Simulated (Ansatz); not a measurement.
# How far PBE and r2SCAN part for hypothetical Fm-3m WSe2, uniaxial stress, 8 GPa tension along z

Consider WSe₂ (space group Fm-3m, No. 225; a = 6.2609 Å; ferromagnetic; a hypothetical phase, not in the database extracts checked; relaxed with 0.1 eV smearing). Axes: x, y, z lie along the cube axes.

(Cell as relaxed with PBE.)

Levels (all Ansatz, a program for electronic structure, PAW): PBE (420 eV, scalar-relativistic without spin-orbit coupling); r2SCAN (500 eV, no spin-orbit coupling).

Each level relaxes its own structure.

| base | PBE | r2SCAN |
|---|---|---|
| volume per atom | 20.45 Å³ | 20.45 Å³ |
| lattice parameter a | 6.261 Å | 6.261 Å |
| band gap | zero | zero |
| largest site moment | 1.25 μB | 1.41 μB |

The change: uniaxial stress, 8 GPa tension along z, with the cell and atoms free to relax against it.

| quantity | PBE | r2SCAN |
|---|---|---|
| mean lateral Poisson ratio | 0.21 | (withheld) |
| secant Young's modulus along z | 180 GPa | (withheld) |
| largest site moment | 1.29 μB | (withheld) |
| energy relative to the base (free energy F) | +23 meV/atom | (withheld) |

**Question.** Predict the r2SCAN column.

**Answer.** 
- mean lateral Poisson ratio, r2SCAN: 0.19
- secant Young's modulus along z, r2SCAN: 200 GPa
- largest site moment, r2SCAN: 1.45 μB
- energy relative to the base (free energy F), r2SCAN: +20 meV/atom

PBE's secant Young's modulus along z lies 23.0 GPa below r2SCAN's; PBE's largest site moment lies 0.16 μB below r2SCAN's; PBE's energy relative to the base lies 2.7 meV/atom above r2SCAN's. Neither level is exact; r2SCAN is the comparison here, not a measurement.

The magnetic state is the one reached from the starting moments; the real material's order can differ, and small cells can't hold many antiferromagnetic ones. Load acts through the strain it causes; cell and atoms are relaxed under it. Stability under load was not tested beyond the relaxation.
